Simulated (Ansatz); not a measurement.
Ansatz (a first-principles code) run on HfTeSe (P3m1, 3 atoms in the cell): self-consistent single point.

Method: PBEsol, harder PAW files (source: ansatz) made with PBE (plane waves; Ansatz).

The change in words: lattice scaled by 0.98; basis.ecutwfc: 420 eV → 350 eV; hamiltonian.pseudopotentials: {kind: paw} (the program's default PAW files) → {kind: paw, source: ansatz}. Reference geometry:
```xyz
3
Lattice="3.8646 0.0000 0.0000 -1.9323 3.3468 0.0000 0.0000 0.0000 6.7357" Properties=species:S:1:pos:R:3 pbc="T T T"
Hf     0.0000     0.0000     6.6629
Te     1.9323     1.1156     1.6888
Se     0.0000     2.2312     5.1698
```

Reference input (self-consistent single point, DFT, PBEsol, plane waves, default PAW files made with PBE): basis.ecutwfc = 420 eV; kpoints.mp_grid.grid = 8 8 4; hamiltonian.xc = pbesol; hamiltonian.pseudopotentials = {kind: paw} (the program's default PAW files); scf.occupations.method = fermi_dirac; scf.occupations.width = 0.1 eV. This run's input differs from it in these lines:

Ansatz 0.2 input:
```diff
@@ -3,5 +3,5 @@
   lattice:
-    - [3.864590, 0.000000, 0.000000]
-    - [-1.932295, 3.346833, 0.000000]
-    - [0.000000, 0.000000, 6.735732]
+    - [3.787298, 0.000000, 0.000000]
+    - [-1.893649, 3.279896, 0.000000]
+    - [0.000000, 0.000000, 6.601017]
   atoms:
@@ -11,3 +11,3 @@
 basis:
-  ecutwfc: 420.0
+  ecutwfc: 350.0
 kpoints:
@@ -19,2 +19,3 @@
     kind: paw
+    source: ansatz
 scf:
```

Log, with long lists cut:

```
SCF iter   1: F=—  HF=-27946.043311 eV  |F-HF|=—  |Δ(HF+E_count)|=         —  Δρ=1.38e-1  dr2=5.60e1  ethr=3.10e-3  ⟨swp⟩=6.2  Hψ=4614  notcnv=0
all-band conjugate gradients solve this SCF's bands
preconditioner: auto → LDOS
SCF iter   2: F=—  HF=-27947.394576 eV  |F-HF|=—  |Δ(HF+E_count)|=    1.35e0  Δρ=1.17e-1  dr2=3.69e1  ethr=3.10e-3  ⟨swp⟩=6.3  Hψ=3824  notcnv=0
   [... lines left out ...]
SCF iter   8: F=—  HF=-27937.356886 eV  |F-HF|=—  |Δ(HF+E_count)|=   1.35e-5  Δρ=1.51e-4  dr2=5.60e-5  ethr=5.94e-7  ⟨swp⟩=2.0  Hψ=1404  notcnv=0  defer=3
SCF iter   9: F=—  HF=-27937.356883 eV  |F-HF|=—  |Δ(HF+E_count)|=   2.62e-6  Δρ=3.80e-5  dr2=2.89e-6  ethr=9.66e-8  ⟨swp⟩=2.2  Hψ=1810  notcnv=0  defer=3
SCF iter  10: F=—  HF=-27937.356885 eV  |F-HF|=—  |Δ(HF+E_count)|=   1.82e-6  Δρ=1.05e-5  dr2=1.44e-7  ethr=4.97e-9  ⟨swp⟩=2.0  Hψ=1821  notcnv=0  defer=3
SCF iter  11: F=-27937.356885 eV  HF=-27937.356885 eV  |F-HF|=2.10e-8  |Δ(HF+E_count)|=   1.15e-7  Δρ=3.94e-6  dr2=1.75e-8  ethr=1.72e-10  ⟨swp⟩=8.0  Hψ=5928  notcnv=0
SCF 1 converged in 11 iterations: F = -27937.356885 eV  dr2 = 1.75e-8
Free energy (F): -27937.356885 eV
Internal energy: -27937.339451 eV  (E = F + TS)
E sigma→0 (E₀):  -27937.348168 eV
Entropy (-TS):   -0.017434 eV (-5.811 meV/atom)
Fermi energy:    11.235154 eV
--- Forces (eV/Å), atoms counted from 1 ---
  atom   1  Hf     0.00000000    -0.00000000    -0.89414979
  atom   2  Te     0.00000000     0.00000000     1.32653347
  atom   3  Se     0.00000000    -0.00000000    -0.43244939
--- Stress (GPa, compression-positive) ---
        2.628854       0.000000       0.000000
        0.000000       2.628854      -0.000000
        0.000000      -0.000000       4.876426
  P = ⅓ Tr σ = 3.3780 GPa (33.780 kbar)
  The stress holds the Pulay correction. Without it, at fixed plane waves, as pw.x and ABINIT print it: P = -79.3855 GPa
```

The run converged in 11 iterations. Against the reference run the pressure goes from -0.72 to 3.38 GPa and the largest force goes from 0.779 to 1.327 eV/Å.

The starting cell comes from a database of computed structures (which also holds hypothetical and non-ambient phases and stackings), without a prior relaxation at this level. Its lattice was rescaled by up to half a per cent. One atom was moved a little off its site on purpose. For this run, on top of that: lattice scaled by 0.98. Spin-orbit coupling is off. Forces in this geometry exceed 1 eV/Å. Ansatz's pressure includes its estimate of the finite-basis (Pulay) stress. Without the estimate this run gives -79.39 GPa. The cutoff lies below the one recommended for these files.
